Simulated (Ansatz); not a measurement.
Density of states of Si (Fd-3m) above the conduction band minimum, PBEsol with spin-orbit coupling, rigid bands in Ansatz (an electronic-structure program); cell volume 40.1 Å³.

(energy from edge (eV), 10⁻³ states/eV/cell): (0.006, 23.0); (0.031, 55.4); (0.056, 76.8); (0.081, 97.2); (0.106, 117); (0.131, 145); (0.156, 179); (0.181, 203); (0.206, 226); (0.231, 245); (0.256, 262); (0.281, 279); (0.319, 304); (0.344, 321); (0.369, 335); (0.394, 349); (0.419, 364); (0.444, 378); (0.469, 393); (0.494, 407); (0.519, 420); (0.544, 432); (0.569, 444); (0.594, 458)

Q: What effective density of states at 300 K does this give (∫ g(E) exp(−E/k_BT) dE, both spins, divided by the cell's size)?

A: 2.9e19 cm⁻³, a density-of-states mass of 1.11 mₑ, valleys and band degeneracy included.

Geometry: cell and atoms relaxed with PBEsol.
